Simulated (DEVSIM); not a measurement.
Structure: abrupt GaSb p-n junction, at 300 K.

Layer 1 from the left is GaSb, thickness (μm) 0.140, Na (cm⁻³) 6.4e16, τn (s) 9.9e-10, τp (s) 9.9e-10. Layer 2 from the left is GaSb, thickness (μm) 21.0, Nd (cm⁻³) 9.5e15, τn (s) 9.9e-10, τp (s) 9.9e-9.

Left contact: ohmic. Right contact: ohmic. Voltage is applied to the left contact. Recombination: SRH at mid-gap, radiative. Mobility is constant in doping.

Constants are typed, rounded textbook-type inputs, not results; the design itself was drawn at random and stands for no fabricated device. Values at 300 K.

GaSb: gap (eV) 0.726, affinity (eV) 4.06, permittivity 15.7, Nc (cm⁻³) 2.1e17, Nv (cm⁻³) 1.8e19, μn (cm²/Vs) 5000, μp (cm²/Vs) 850, B (cm³/s) 1e-10.

Simulated with DEVSIM: 1D drift-diffusion, Boltzmann statistics, complete ionisation; no tunnelling, impact ionisation, image-force lowering or self-heating.

Dark forward current:

| |V| (V) | |J| (A/cm²) |
|---|---|
| 0.05 | 0.0007144 |
| 0.10 | 0.004554 |
| 0.15 | 0.02768 |
| 0.20 | 0.1752 |
| 0.25 | 1.133 |
| 0.30 | 7.050 |
| 0.35 | 35.03 |
| 0.40 | 109.1 |
| 0.45 | 226.2 |
| 0.50 | 371.9 |
| 0.55 | 538.9 |
| 0.60 | 724.2 |
| 0.65 | 926.9 |
| 0.70 | 1147 |
| 0.75 | 1383 |
| 0.80 | 1637 |
| 0.85 | 1909 |
| 0.90 | 2197 |

Task: Work out the local ideality factor n = ΔV / (kT/q · ln(J2/J1)) between the rows 0.15 and 0.20 V, 0.20 and 0.25 V, 0.85 and 0.90 V.

Result: kT/q = 25.85 mV. From 0.15 to 0.20 V: ln(0.1752/0.02768) = 1.845, n = 1.05, near the 1 of diffusion or emission over a barrier. From 0.20 to 0.25 V: ln(1.133/0.1752) = 1.867, n = 1.04, near the 1 of diffusion or emission over a barrier. From 0.85 to 0.90 V: ln(2197/1909) = 0.141, n = 13.77.

Task: Estimate the current at 0.20 V from the Shockley equation with J0 = Σ q ni² D/(N L) coth(W/L), τ joining the SRH, radiative and Auger lifetimes that are on, and W taken as the whole layer.

Result: ni² = 2.40e24 cm⁻⁶; electrons in the p layer: μ = 5000 cm²/Vs, D = 129 cm²/s, τ = 9.84e-10 s, L = 3.57 μm, W/L = 0.039, term 5.55e-5 A/cm²; holes in the n layer: μ = 850 cm²/Vs, D = 22.0 cm²/s, τ = 9.81e-9 s, L = 4.64 μm, W/L = 4.5, term 1.92e-6 A/cm². J0 = 5.74e-5 A/cm², and J = J0 exp(qV/kT) = 0.132 A/cm². The simulation gives 0.175 A/cm²; the estimate lies 25 % below. The estimate leaves out recombination in the depletion region and that region's share of W.
